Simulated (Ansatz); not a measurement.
This Ansatz (a quantum-chemistry and plane-wave program) input is the reference run, a 27-atom supercell of Nb in the bcc (W type) structure (space group Im-3m, No. 229) at its relaxed geometry, computed with PBEsol (Ansatz), no spin-orbit coupling:

Ansatz 0.2 input:
```yaml
crystal:
  lattice:
    - [-4.9068946065, 4.9068946065, 4.9068946065]
    - [4.9068946065, -4.9068946065, 4.9068946065]
    - [4.9068946065, 4.9068946065, -4.9068946065]
  atoms:
    - { symbol: Nb, position: [0, 0, 0] }
    - { symbol: Nb, position: [0, 0, 0.3333333333] }
    - { symbol: Nb, position: [0, 0, 0.6666666667] }
    - { symbol: Nb, position: [0, 0.3333333333, 0] }
    - { symbol: Nb, position: [0, 0.3333333333, 0.3333333333] }
    - { symbol: Nb, position: [0, 0.3333333333, 0.6666666667] }
    - { symbol: Nb, position: [0, 0.6666666667, 0] }
    - { symbol: Nb, position: [0, 0.6666666667, 0.3333333333] }
    - { symbol: Nb, position: [0, 0.6666666667, 0.6666666667] }
    - { symbol: Nb, position: [0.3333333333, 0, 0] }
    - { symbol: Nb, position: [0.3333333333, 0, 0.3333333333] }
    - { symbol: Nb, position: [0.3333333333, 0, 0.6666666667] }
    - { symbol: Nb, position: [0.3333333333, 0.3333333333, 0] }
    - { symbol: Nb, position: [0.3333333333, 0.3333333333, 0.3333333333] }
    - { symbol: Nb, position: [0.3333333333, 0.3333333333, 0.6666666667] }
    - { symbol: Nb, position: [0.3333333333, 0.6666666667, 0] }
    - { symbol: Nb, position: [0.3333333333, 0.6666666667, 0.3333333333] }
    - { symbol: Nb, position: [0.3333333333, 0.6666666667, 0.6666666667] }
    - { symbol: Nb, position: [0.6666666667, 0, 0] }
    - { symbol: Nb, position: [0.6666666667, 0, 0.3333333333] }
    - { symbol: Nb, position: [0.6666666667, 0, 0.6666666667] }
    - { symbol: Nb, position: [0.6666666667, 0.3333333333, 0] }
    - { symbol: Nb, position: [0.6666666667, 0.3333333333, 0.3333333333] }
    - { symbol: Nb, position: [0.6666666667, 0.3333333333, 0.6666666667] }
    - { symbol: Nb, position: [0.6666666667, 0.6666666667, 0] }
    - { symbol: Nb, position: [0.6666666667, 0.6666666667, 0.3333333333] }
    - { symbol: Nb, position: [0.6666666667, 0.6666666667, 0.6666666667] }
basis: { ecutwfc: 420, ecutrho_ratio: 4, xc_grid: 2, fft_grid_basis: typed }
kpoints: { mp_grid: { grid: [5, 5, 5] } }
hamiltonian:
  xc: pbesol
  dispersion: none
  pseudopotentials: { kind: paw }
scf: { occupations: { method: fermi_dirac, width: 0.05 }, convergence: { dr2_threshold: 0.0000000027 } }
output: { forces: true, stress: true }
checkpoint: { write: state.ck, write_every: 1000 }
```

Problem. Write the input for this change: one Nb atom is removed, atoms relaxed at fixed cell.

Solution. 
Ansatz 0.2 input:
```yaml
crystal:
  lattice:
    - [-4.9068946065, 4.9068946065, 4.9068946065]
    - [4.9068946065, -4.9068946065, 4.9068946065]
    - [4.9068946065, 4.9068946065, -4.9068946065]
  atoms:
    - { symbol: Nb, position: [0, 0, 0.3333333333] }
    - { symbol: Nb, position: [0, 0, 0.6666666667] }
    - { symbol: Nb, position: [0, 0.3333333333, 0] }
    - { symbol: Nb, position: [0, 0.3333333333, 0.3333333333] }
    - { symbol: Nb, position: [0, 0.3333333333, 0.6666666667] }
    - { symbol: Nb, position: [0, 0.6666666667, 0] }
    - { symbol: Nb, position: [0, 0.6666666667, 0.3333333333] }
    - { symbol: Nb, position: [0, 0.6666666667, 0.6666666667] }
    - { symbol: Nb, position: [0.3333333333, 0, 0] }
    - { symbol: Nb, position: [0.3333333333, 0, 0.3333333333] }
    - { symbol: Nb, position: [0.3333333333, 0, 0.6666666667] }
    - { symbol: Nb, position: [0.3333333333, 0.3333333333, 0] }
    - { symbol: Nb, position: [0.3333333333, 0.3333333333, 0.3333333333] }
    - { symbol: Nb, position: [0.3333333333, 0.3333333333, 0.6666666667] }
    - { symbol: Nb, position: [0.3333333333, 0.6666666667, 0] }
    - { symbol: Nb, position: [0.3333333333, 0.6666666667, 0.3333333333] }
    - { symbol: Nb, position: [0.3333333333, 0.6666666667, 0.6666666667] }
    - { symbol: Nb, position: [0.6666666667, 0, 0] }
    - { symbol: Nb, position: [0.6666666667, 0, 0.3333333333] }
    - { symbol: Nb, position: [0.6666666667, 0, 0.6666666667] }
    - { symbol: Nb, position: [0.6666666667, 0.3333333333, 0] }
    - { symbol: Nb, position: [0.6666666667, 0.3333333333, 0.3333333333] }
    - { symbol: Nb, position: [0.6666666667, 0.3333333333, 0.6666666667] }
    - { symbol: Nb, position: [0.6666666667, 0.6666666667, 0] }
    - { symbol: Nb, position: [0.6666666667, 0.6666666667, 0.3333333333] }
    - { symbol: Nb, position: [0.6666666667, 0.6666666667, 0.6666666667] }
basis: { ecutwfc: 420, ecutrho_ratio: 4, xc_grid: 2, fft_grid_basis: typed }
kpoints: { mp_grid: { grid: [5, 5, 5] } }
hamiltonian:
  xc: pbesol
  dispersion: none
  pseudopotentials: { kind: paw }
scf: { occupations: { method: fermi_dirac, width: 0.05 }, convergence: { dr2_threshold: 0.0000000026 } }
relax: { f_tol: 0.02, max_steps: 45 }
output: { forces: true, stress: true }
checkpoint: { write: state.ck, write_every: 1000 }
```
This is the input that was run; other choices of cell and start would serve too.

The cell is small, so the values are those of an ordered compound at a high defect concentration; dilute-limit values will differ. The defect started on the symmetric site and kept its symmetry, so it may sit on a saddle. All final runs are without spin polarisation. The defect cell is not spin-polarised.
